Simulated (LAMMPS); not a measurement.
MD of Al (fcc) at zero pressure, 4000 atoms, as a crystal; each row is its own run.

All values are model results, not measurements: classical MD, pair style eam/fs, file AlFe_mm.eam.fs; code LAMMPS.

| T (K) | enthalpy (eV/atom) |
|---|---|
| 200 | -3.3169 |
| 300 | -3.2891 |
| 420 | -3.2547 |
| 700 | -3.1730 |
| 840 | -3.1312 |
| 980 | -3.0867 |
| 1120 | -3.0329 |

Question: Fit a straight line, y = a + b x, to these rows (x is the first column, y the second) and predict the run at x = 560.

Answer: Least squares gives a = -3.3813 and b = 0.0003036. At x = 560 the fit predicts -3.2113 eV/atom. The run itself gave -3.2142 ± 0.0001 eV/atom, so the fit is 2.9 meV/atom high.

Caution: the potential EAM-type AlFe_mm.eam.fs is made for dilute Fe in Al.

Caution (rows 980; 1120): this crystal lies over the melting point of about 930 K that EAM-type AlFe_mm.eam.fs gives, so it is superheated.
